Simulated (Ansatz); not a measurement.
The reference is Sn in the diamond structure (space group Fd-3m, No. 227; a = 6.474 Å; relaxed with 0.1 eV smearing). Axes: x, y, z lie along the cube axes.

Structures relaxed with LDA (Ansatz, a first-principles code, PAW, no SOC).

Base:

Simulated powder pattern, Cu Kα1, λ = 1.54056 Å (kinematic, ideal powder, no thermal factors, no anomalous dispersion; the 14 strongest lines at most, above 2 %, up to 2θ = 90°):

```tsv
2θ (°)	I/Imax (%)	hkl
23.78	100	(111)
39.33	80	(220)
46.48	49	(311)
56.83	13	(400)
62.47	20	(331)
71.30	27	(422)
76.37	15	(511)
84.60	8.4	(440)
89.47	15	(531)
```

After one change:

Simulated powder pattern, Cu Kα1, λ = 1.54056 Å (kinematic, ideal powder, no thermal factors, no anomalous dispersion; the 14 strongest lines at most, above 2 %, up to 2θ = 90°):

```tsv
2θ (°)	I/Imax (%)
23.38	100
24.10	34
38.49	56
39.41	52
45.53	17
45.93	36
46.73	14
56.27	18
61.10	14
63.06	7.4
69.63	9.3
70.25	18
72.07	8.3
74.88	8.1
```

Name the change that was made.
A) biaxial strain −1.67 %, plane normal [111], relaxed out of plane
B) biaxial strain +0.42 %, plane normal [111], relaxed out of plane
C) biaxial strain −1.25 %, plane normal [111], relaxed out of plane
D) biaxial strain +2.08 %, plane normal [111], relaxed out of plane

D, biaxial strain +2.08 %, plane normal [111], relaxed out of plane. Its volume per atom is 34.90 Å³ against 33.93 Å³, and its space group is R-3m (No. 166).

Whether these cells are dynamically stable was not tested.
